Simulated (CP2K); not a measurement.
## One base run on HfV2Ga4 (P1, 7 atoms in the cell) and variants with one or two settings moved

```xyz
7
Lattice="5.2076 0.0000 0.0000 -2.6602 4.4769 0.0000 -1.2737 -2.2384 4.5261" Properties=species:S:1:pos:R:3 pbc="T T T"
Hf     0.0020    -0.0665     0.0426
V      2.6758     0.0060     2.3219
V     -1.4804     2.2556     2.3742
Ga     0.1132    -0.1666     2.6562
Ga     1.2257     2.3495     1.6959
Ga    -0.2280     3.3074     0.0474
Ga     2.7865     1.2683    -0.0860
```

Base run A: CP2K 2026.2 with PBEsol, GPW, DZVP-MOLOPT-SR-GTH basis, GTH-PBE potentials (GTH_POTENTIALS), self-consistent single point.

Its settings: CUTOFF = 600 Ry; REL_CUTOFF = 50 Ry; SMEAR/METHOD = MARZARI_VANDERBILT; SIGMA = 0.136 eV; KPOINTS/SCHEME = MONKHORST-PACK 4 4 3; GAMMA_CENTERED = T; XC_FUNCTIONAL = PBE:PBESOL; Hf/BASIS_SET = DZVP-MOLOPT-SR-GTH; Hf/POTENTIAL = GTH-PBE-q12; V/BASIS_SET = DZVP-MOLOPT-SR-GTH; V/POTENTIAL = GTH-PBE-q13; Ga/BASIS_SET = DZVP-MOLOPT-SR-GTH; Ga/POTENTIAL = GTH-PBE-q13; METHOD = GPW; EPS_DEFAULT = 1e-10; NGRIDS = 5; SCF_GUESS = ATOMIC; EPS_SCF = 1e-06; MAX_SCF = 100; ADDED_MOS = 15.

The starting cell comes from a database of computed structures (which also holds hypothetical and non-ambient phases and stackings), without a prior relaxation at this level. Its atoms were displaced at random from the sites of space group no. 139. Spin polarisation is off. Values carry the incompleteness of an atom-centred basis. The potentials were made for another functional than the one used. In the base run, with a pressure of about 3 GPa the cell is away from its equilibrium volume at this level. In the base run, forces exceed 1 eV/Å. Without a gap this mesh is coarse (it stands for a supercell whose shortest vector is 16 Å).

ΔF is the free energy per atom less that of run A. 

Runs:
- B: CUTOFF: 600 Ry → 780 Ry
- C: SIGMA: 0.136 eV → 0.3 eV; KPOINTS/SCHEME: MONKHORST-PACK 4 4 3 → MONKHORST-PACK 4 4 4
- D: EPS_SCF: 1e-06 → 1e-10
- E: MIXING/NBUFFER: 8 → 10
- F: MIXING/METHOD: BROYDEN_MIXING → MODIFIED_BROYDEN_MIXING
- G: CHOLESKY: default → OFF
- H: REL_CUTOFF: 50 Ry → 30 Ry

```
run  ΔF (meV/atom)  pressure (GPa)  largest force (eV/Å)  k-points
---  -------------  --------------  --------------------  --------
A             0.00            3.50                 3.795        26
B            -0.10            3.51                 3.796        26
C             -3.2            3.42                 3.790        36
D             0.00            3.50                 3.795        26
E             0.00            3.50                 3.795        26
F             0.00            3.50                 3.795        26
G             0.00            3.50                 3.795        26
H            -0.30            3.51                 3.794        26
```

Run C against A: The free energy drops by 3.2 meV/atom, the pressure hardly changes (3.50 to 3.42 GPa) and the largest force hardly changes (3.795 to 3.790 eV/Å).

Run G against A: The free energy hardly moves (within 1 meV/atom), the pressure stays at 3.50 GPa and the largest force stays at 3.795 eV/Å.
